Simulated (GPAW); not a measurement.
## Short convergence ladders for a (111) slab of YGe (cut from a parent of space group no. 63; 8 atoms in the cell)

```
YGe
1.0
    5.79125     0.00000     0.00000
    1.59296     5.62546     0.00000
    0.00000     0.00000    18.99870
Ge Y
4 4
Direct
  0.64441   0.32190   0.47548
  0.39834   0.15818   0.37647
  0.50766   0.81905   0.62353
  0.26160   0.65533   0.52452
  0.29730   0.68545   0.36845
  0.74546   0.79463   0.48351
  0.16055   0.18260   0.51649
  0.60871   0.29178   0.63155
```

Base method: PBEsol, GPAW PAW datasets PBEsol (made by gpaw-setup) (plane waves; GPAW).

Base settings: mode = pw; ecut = 550 eV; xc = PBEsol; kpts = 3 3 1; mesh shift (steps) = 0 0 0; occupations.name = fermi-dirac; occupations.width = 0.1 eV; nbands = -16; convergence.density = 1e-05 e/electron; convergence.energy = 1e-05 eV/electron.

The count of work is k-points × plane waves × bands × iterations; it is no time. Core times come from one kind of shared machine, to one figure; runs under 30 s give none.

**The vacuum**

The mesh stays at the base's, so the ladder's end is converged at best in this setting alone.

Only quantities that move along the ladder and can be compared are tabulated.

| vacuum between outermost atoms (Å) | free energy less the last step's (meV/atom) | largest difference of a force vector from the last step's (eV/Å) | count of work / last | core time / last (rough) |
|---|---|---|---|---|
| 3.0 | -260.69 | 1.409 | 0.21 | 0.3 |
| 5.0 | -37.02 | 0.381 | 0.32 | 0.6 |
| 14.0 | -0.04 | 0.000 | 0.54 | 0.5 |
| 30.0 | 0.00 | 0.000 | 1.0 | 1 |

Smallest vacuum between outermost atoms (Å) that holds the free energy within 2 meV/atom of the last step, with all finer ones: 14.0; the step before is off by 37 meV/atom.

Smallest vacuum between outermost atoms (Å) that holds the forces within 0.01 eV/Å of the last step, with all finer ones: 14.0; the step before is off by 0.38 eV/Å.

**The k-point mesh**

Only quantities that move along the ladder and can be compared are tabulated.

| kpts | free energy less the last step's (meV/atom) | largest difference of a force vector from the last step's (eV/Å) | count of work / last | core time / last (rough) |
|---|---|---|---|---|
| 1 1 1 | 381.13 | 2.251 | 0.025 | 0.2 |
| 3 3 1 | -3.44 | 0.063 | 0.23 | 0.2 |
| 4 4 1 | 0.47 | 0.025 | 0.57 | 0.7 |
| 6 6 1 | 0.00 | 0.000 | 1.0 | 1 |

Coarsest kpts that holds the free energy within 2 meV/atom of the last step, with all finer ones: 4 4 1; the step before is off by 3.4 meV/atom.

Coarsest kpts that holds the forces within 0.02 eV/Å: not settled: the last two steps still differ by 0.025 eV/Å, over half the tolerance, so the ladder does not show it.

**The plane-wave cutoff**

The mesh stays at the base's, so the ladder's end is converged at best in this setting alone.

Only quantities that move along the ladder and can be compared are tabulated.

```tsv
ecut	free energy less the last step's (meV/atom)	count of work / last	core time / last (rough)
275 eV	44.16	0.11	0.1
385 eV	13.54	0.17	0.2
550 eV	2.33	0.30	0.2
1100 eV	0.00	1.0	1
```

Coarsest ecut that holds the free energy within 5 meV/atom of the last step, with all finer ones: 550 eV, at 0.30 of the last step's count of work and about 0.2 of the last step's time; the step before is off by 14 meV/atom.

On the base run: the starting cell comes from a database of computed structures (which also holds hypothetical and non-ambient phases and stackings), without a prior relaxation at this level. The slab is cut from that crystal, and its faces are unrelaxed. Its lattice was rescaled by up to half a per cent. Spin polarisation is off, though cut faces can carry moments; the slab shows no gap. In the base run, forces exceed 1 eV/Å. Without a gap this mesh is coarse (it stands for a supercell whose shortest in-plane vector is 17 Å).
